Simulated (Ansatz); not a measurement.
# HfO2 with two functionals, pressure −2 GPa

Base system: HfO$_{2}$ in the fluorite structure (space group Fm-3m, No. 225; a = 5.098 Å).

(Cell as relaxed with PBE.)

Levels (all Ansatz, a program for electronic structure, PAW, earlier PAW set): PBE (420 eV, no spin-orbit coupling); r2SCAN (500 eV, scalar-relativistic without spin-orbit coupling).

Each level relaxes its own structure.

```csv
base,PBE,r2SCAN
volume per atom,11.04 Å³,10.79 Å³
lattice parameter a,9.634 bohr,9.560 bohr
band gap,3.75 eV,4.30 eV
```

It is then changed as follows: a negative pressure, −2 GPa.

```tsv
quantity	PBE	r2SCAN
band gap	3.73 eV	___
gap character	direct at X	___
lattice parameter a	9.661 bohr	___
electron mass	1.2 mₑ along k, 0.74 mₑ across (at X)	___
```

**Question.** Predict the r2SCAN column.

**Answer.** 
- band gap, r2SCAN: 4.28 eV
- gap character, r2SCAN: direct at X
- lattice parameter a, r2SCAN: 9.584 bohr
- electron mass, r2SCAN: 1.2 mₑ along k, 0.76 mₑ across (at X)

PBE's band gap lies 0.555 eV below r2SCAN's; PBE's lattice parameter a lies 0.077 bohr above r2SCAN's (0.8 %); the two agree on the gap character. Neither level is exact; r2SCAN is the comparison here, not a measurement.

Spin-orbit coupling, missing from the scalar runs, can matter with Hf. Load acts through the strain it causes; cell and atoms are relaxed under it. Effective masses come from finite differences of ±0.01 Å⁻¹. Along k means along the line from Γ to the band edge. Whether these cells are dynamically stable was not tested. This is not the structure that HfO2 has at room temperature and ambient pressure.
